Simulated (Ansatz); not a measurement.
Consider BeSe in the zinc blende structure (space group F-43m, No. 216; a = 5.1776 Å).

Method: PBE (Ansatz, a quantum-chemistry and plane-wave program), no SOC.

```json
[
 {"level": "PBE", "band gap": "2.67 eV", "lattice parameter a": "5.178 Å"}
]
```

What does experiment give, and how far off is each level?

Measured: band gap 4 eV (temperature not stated; as listed in Das, Protik, Mohammadi, Mohammad, Bazhirov, Timur, arXiv (2018)); lattice parameter a 5.139 Å (temperature not stated; as listed in Fabio Bernardini, Maria Peressi, Vincenzo Fiorentini, Phys. Rev. B (2000)). Computed minus measured — band gap: PBE -1.33 eV; lattice parameter a: PBE +0.8 %. Measured values not marked as corrected hold thermal and zero-point effects that the static-lattice runs lack. A measured gap can be an optical one, lowered by exciton binding. Levels without spin-orbit coupling miss its lowering of the gap, often about a third of the valence-band splitting.

Stability against distortions was not tested.
